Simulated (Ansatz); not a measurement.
**Bi (Cmce, No. 64, 8 atoms in the cell; start mp-1078637; another form than the element's usual one)**

The numbers are results of LDA (plane waves, PAW; Ansatz, an electronic-structure program), not measurements.

Numerical settings: plane-wave cutoff 520 eV, 10×10×8 k mesh (along the axes of the cell as run), Fermi–Dirac smearing 0.05 eV, scalar-relativistic PAW data made under PBE.

Cell (relaxed at this level):

```cif
data_Bi16
_chemical_formula_sum 'Bi16'
_space_group_name_H-M_alt 'Cmce'
_space_group_IT_number 64
_space_group_name_Hall '-C 2ac 2'
_cell_length_a 11.15670
_cell_length_b 6.56008
_cell_length_c 6.58282
_cell_angle_alpha 90.000
_cell_angle_beta 90.000
_cell_angle_gamma 90.000
loop_
_atom_site_label
_atom_site_type_symbol
_atom_site_symmetry_multiplicity
_atom_site_Wyckoff_symbol
_atom_site_fract_x
_atom_site_fract_y
_atom_site_fract_z
_atom_site_occupancy
Bi1 Bi 8 d 0.20604 0.00000 0.00000 1
Bi2 Bi 8 f 0.00000 0.17519 0.32914 1
```
(The calculation used a cell of 8 atoms; values per cell refer to that cell.)

band gap: zero (no gap)
bulk modulus: 56.5 GPa

Note: the relaxation could not lower the start's symmetry, so the cell can be a saddle point above a distorted one; the bulk modulus is −V dP/dV from two relaxed cells at ±2 % in volume.

Spin–orbit coupling is not included; it can shift volumes and moduli of such heavy elements.

Static lattice: no zero-point or thermal effects.

A start named mp-… is a Materials Project structure, which need not be a measured phase.
